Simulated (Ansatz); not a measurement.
Checking a run of Ansatz (a program for electronic structure) on V3Os (Fm-3m, 4 atoms in the cell). The aim is a self-consistent single point with DFT, LDA (PW92), plane waves, default PAW files made with PBE.

Cell that was meant: a = 4.2134 Å, b = 4.2134 Å, c = 4.2134 Å, α = 60.00°, β = 60.00°, γ = 60.00°.

Part of the input:

Ansatz 0.2 input:
```yaml
scf:
  occupations:
    method: fermi_dirac
    width: 2.0
output:
  forces: true
  eigenvalues: true
```

The program printed (abridged):

```
WARN ansatz: RAYON_NUM_THREADS=1 ignored (pool sized by the plan → 1); use --threads N
   [... lines left out ...]
PAW frozen core: Os, regenerated for the run's functional, and the local potential with it
Initial density: superposition of atomic densities (neutral atoms: chi_scale 0, normalization atom), corrected by the library's trained network
Initial wavefunctions: pseudopotential atomic-orbital guess
Eigensolver: davidson
Functional: x = slater, c = lda
SCF iter   1: F=—  HF=-19728.602240 eV  |F-HF|=—  |Δ(HF+E_count)|=         —  Δρ=9.76e-2  dr2=5.36e0  ethr=1.77e-3  ⟨swp⟩=7.1  Hψ=20440  notcnv=0
all-band conjugate gradients solve this SCF's bands
preconditioner: auto → Kerker (q_TF=auto, 2.746 Å⁻¹)
SCF iter   2: F=—  HF=-19727.807562 eV  |F-HF|=—  |Δ(HF+E_count)|=   7.95e-1  Δρ=4.64e-2  dr2=1.39e0  ethr=1.77e-3  ⟨swp⟩=2.1  Hψ=8481  notcnv=0
   [... lines left out ...]
SCF iter   5: F=—  HF=-19727.541894 eV  |F-HF|=—  |Δ(HF+E_count)|=   4.91e-5  Δρ=1.83e-4  dr2=2.75e-5  ethr=1.06e-6  ⟨swp⟩=1.7  Hψ=6133  notcnv=0
SCF iter   6: F=—  HF=-19727.541896 eV  |F-HF|=—  |Δ(HF+E_count)|=   2.21e-6  Δρ=3.97e-5  dr2=9.91e-7  ethr=4.99e-8  ⟨swp⟩=1.0  Hψ=5124  notcnv=0
SCF iter   7: F=-19727.541896 eV  HF=-19727.541896 eV  |F-HF|=2.23e-9  |Δ(HF+E_count)|=   1.11e-7  Δρ=4.92e-6  dr2=8.99e-9  ethr=1.82e-10  ⟨swp⟩=5.4  Hψ=17875  notcnv=0
SCF 1 converged in 7 iterations: F = -19727.541896 eV  dr2 = 8.99e-9
Free energy (F): -19727.541896 eV
Internal energy: -19681.259695 eV  (E = F + TS)
E sigma→0 (E₀):  -19704.400796 eV
Entropy (-TS):   -46.282201 eV (-11570.550 meV/atom)
Fermi energy:    19.888946 eV
--- Forces (eV/Å), atoms counted from 1 ---
  atom   1  V      0.00000000    -0.00000000     0.00000000
   [... zero for the other atoms too ...]
--- Stress (GPa, compression-positive) ---
       59.693691      -0.000000      -0.000000
       -0.000000      59.693691      -0.000000
       -0.000000       0.000000      59.693691
  P = ⅓ Tr σ = 59.6937 GPa (596.937 kbar)
  The stress holds the Pulay correction. Without it, at fixed plane waves, as pw.x and ABINIT print it: P = 59.6272 GPa
```

Q: Is this run sound? If not, what is wrong?

A: The run is not sound. The fault is a smearing width that is far too large. A width of many tenths of an electronvolt moves electrons far across the Fermi level or the gap, and the free energy and its derivatives carry a large smearing term. To fix it, use a width small against the gap or band features. The run converged in 7 iterations without an error; against the sound input the free energy drops by 6.58 eV/atom and the pressure goes from -10.41 to 59.69 GPa.

The sound input it was made from differs as follows (other fixes are possible):
```diff
-    width: 2.0
+    width: 0.05
```

With that input, the run converged in 7 iterations: free energy E − TS (on the zero of these files) -19701.2322 eV; Fermi level (on the code's own zero) 19.35 eV; pressure -10.41 GPa (DFT, LDA (PW92), plane waves, default PAW files made with PBE).

On the sound input: the starting cell comes from a database of computed structures (which also holds hypothetical and non-ambient phases and stackings), without a prior relaxation at this level. Its lattice was rescaled by a random factor within 2.5 % of one. Spin polarisation is off. With a pressure of about -10 GPa the cell is away from its equilibrium volume at this level. Ansatz's pressure includes its estimate of the finite-basis (Pulay) stress.
